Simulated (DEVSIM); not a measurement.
Device: Si n-i-p diode, at 250 K.

Layer 1 from the left is Si, thickness (μm) 0.270, Nd (cm⁻³) 3.5e18, τn (s) 1.3e-7, τp (s) 1.3e-7. Layer 2 from the left is Si, thickness (μm) 50.0, Na (cm⁻³) 6.5e13, τn (s) 1.3e-7, τp (s) 1.3e-7. Layer 3 from the left is Si, thickness (μm) 0.860, Na (cm⁻³) 3.1e18, τn (s) 1.3e-7, τp (s) 1.3e-7.

Left contact: ohmic. Right contact: ohmic. Voltage is applied to the left contact. Recombination: SRH at mid-gap, radiative. Mobility is μmin + (μ − μmin)/(1 + (N/Nref)^α).

This is a model device: material constants are rounded textbook-type values typed into the input, and sizes, dopings and lifetimes were drawn at random. Values at 300 K; Nc and Nv go as T^1.5, mobilities as T to minus their exponent, the gap by Varshni's rule with the affinity fixed.

Si: gap (eV) 1.124, affinity (eV) 4.05, permittivity 11.7, Nc (cm⁻³) 2.86e19, Nv (cm⁻³) 3.1e19, μn (cm²/Vs) 1417, μp (cm²/Vs) 470, μn,min 52, μp,min 45, Nref,n 9.7e16, Nref,p 2.2e17, αn 0.68, αp 0.72, T exponent of μn 2.3, T exponent of μp 2.2, B (cm³/s) 4.7e-15, Varshni α (eV/K) 0.000473, Varshni β (K) 636.

Model (solved in DEVSIM): 1D drift-diffusion, Boltzmann statistics, complete ionisation; no tunnelling, impact ionisation, image-force lowering or self-heating.

**Question.** What does the simulation give for the dark forward voltage at 100 A/cm², the dark forward voltage at 1 A/cm², the potential step across the device at zero bias?

**Answer.** dark forward voltage at 100 A/cm² 0.906 V; dark forward voltage at 1 A/cm² 0.708 V; potential step across the device at zero bias 1.053 V.
